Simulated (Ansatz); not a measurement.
Input and output of a zone-centre phonon calculation for AuZn (Pm-3m, 2 atoms in the cell) (Ansatz, a quantum-chemistry and plane-wave program).

Method: PBE (plane waves, PAW; Ansatz).

```
AuZn
1.0
    3.14055     0.00000     0.00000
    0.00000     3.14055     0.00000
    0.00000     0.00000     3.14055
Zn Au
1 1
Cartesian
  1.57028   1.57028   1.57028
  0.00000   0.00000   0.00000
```

Reference input (self-consistent single point, DFT, PBE, plane waves, default PAW files): basis.ecutwfc = 30.9 Ry; kpoints.mp_grid.grid = 11 11 11; hamiltonian.xc = pbe; hamiltonian.pseudopotentials = {kind: paw} (the program's default PAW files); scf.occupations.method = fermi_dirac; scf.occupations.width = 0.0073 Ry. This run's input differs from it in these lines:

Ansatz 0.2 input:
```diff
@@ -9,3 +9,3 @@
 basis:
-  ecutwfc: 30.9 Ry
+  ecutwfc: 37.1 Ry
 kpoints:
@@ -21,6 +21,4 @@
     width: 0.0073 Ry
-output:
-  forces: true
-  eigenvalues: true
-  stress: true
+phonons:
+  method: dfpt
```

Log, with long lists cut:

```
SCF iter   1: F=—  HF=-16468.770723 eV  |F-HF|=—  |Δ(HF+E_count)|=         —  Δρ=1.84e-3  dr2=9.53e-4  ethr=1.77e-3  ⟨swp⟩=5.1  Hψ=10708  notcnv=0
all-band conjugate gradients solve this SCF's bands
preconditioner: auto → none
SCF iter   2: F=—  HF=-16468.771612 eV  |F-HF|=—  |Δ(HF+E_count)|=   8.90e-4  Δρ=9.74e-4  dr2=1.78e-4  ethr=3.08e-6  ⟨swp⟩=2.0  Hψ=5400  notcnv=0
   [... lines left out ...]
SCF iter   6: F=—  HF=-16468.771623 eV  |F-HF|=—  |Δ(HF+E_count)|=   7.23e-8  Δρ=8.58e-6  dr2=2.61e-8  ethr=1.58e-9  ⟨swp⟩=2.0  Hψ=4291  notcnv=0
SCF iter   7: F=—  HF=-16468.771623 eV  |F-HF|=—  |Δ(HF+E_count)|=   1.40e-9  Δρ=2.93e-6  dr2=1.83e-9  ethr=8.43e-11  ⟨swp⟩=2.4  Hψ=3764  notcnv=0
SCF iter   8: F=—  HF=-16468.771623 eV  |F-HF|=—  |Δ(HF+E_count)|=  1.93e-10  Δρ=3.53e-7  dr2=2.49e-11  ethr=5.92e-12  ⟨swp⟩=2.2  Hψ=4317  notcnv=0
SCF iter   9: F=-16468.771623 eV  HF=-16468.771623 eV  |F-HF|=0.00e0  |Δ(HF+E_count)|=  3.64e-12  Δρ=2.93e-8  dr2=2.77e-13  ethr=1.00e-12  ⟨swp⟩=6.0  Hψ=11099  notcnv=0
SCF 1 converged in 9 iterations: F = -16468.771623 eV  dr2 = 2.77e-13
DFPT response loops at Γ: preconditioner auto → Kerker (q_TF=auto, 2.729 Å⁻¹) (partly filled bands, converged f_vac=0.000) …
Free energy (F): -16468.771623 eV
Internal energy: -16468.756499 eV  (E = F + TS)
E sigma→0 (E₀):  -16468.764061 eV
Entropy (-TS):   -0.015123 eV (-7.562 meV/atom)
Fermi energy:    17.171901 eV
--- Phonons (Γ-DFPT): 2 representative perturbations + reference, on 126 of 1331 k-points (Σ response iterations 6) ---
  k mesh reduced under 8 symmetry operations, with k and −k counted as one. Each operation leaves every solved perturbation unchanged …
  ASR residual: 2.373e-4 → 0.000e0 eV/Å²; symmetrization residual: 3.126e-6 eV/Å²
  ASR residual per site (eV/Å²): 1.16e-4 2.37e-4
  Γ frequencies (cm⁻¹): 0.00 0.00 0.00 146.25 146.25 146.25
  non-analytic LO–TO correction: not included (Born effective charges unavailable; polar crystals: no LO–TO splitting at Γ)
```

The run converged in 9 iterations. 

Summary of the result:
```
Item                                                                      Result
--------------------------------------------------------  ----------------------
Free energy E − TS (on the zero of these files)                   -16468.7716 eV
Fermi level (on the code's own zero)                                    17.17 eV
Zone-centre frequencies (cm⁻¹; negative means imaginary)  0, 0, 0, 146, 146, 146
```

The starting cell has typed, rounded lattice constants, without a prior relaxation at this level. Its lattice was rescaled by up to half a per cent.
